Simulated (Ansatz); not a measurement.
For InSb (model structure, from the PtS type, P4₂/mmc, No. 131), PBEsol (Ansatz, a program for electronic structure, PAW) gives:

| Item | Result |
|---|---|
| equilibrium lattice constant a | 4.172 Å |
| lattice parameter c | 7.940 Å |
| bulk modulus | 26.2 GPa |
| cohesive energy | 2.59 eV/atom |

### Question
What does r²SCAN in Ansatz (PAW) give for the same quantities?

### Answer

- lattice constant a: 4.260 Å (increases by 2.1 %)
- lattice parameter c: 7.912 Å (decreases by 0.4 %)
- bulk modulus: 24.9 GPa (falls by 5.0 %)
- cohesive energy: 2.23 eV/atom (drops by 0.36 eV/atom)

Changes are worked out from the printed values.

Unless a cell is named, each level is at its own relaxed cell (PBEsol 34.56, r²SCAN 35.89 Å³/atom).

Levels without +SOC leave out spin–orbit coupling, which shifts energies and cells of such heavy elements.

Caveats: the bulk modulus is −V dP/dV from two relaxed cells at ±2 % in volume (PBEsol, r²SCAN). Ansatz's density-functional and Hartree–Fock values are scalar-relativistic unless marked +SOC, with PAW data made under PBE.

A model structure was made by putting elements into a prototype or built by hand; it is no filed structure, need not be a known phase, and can be a saddle point held by its symmetry.
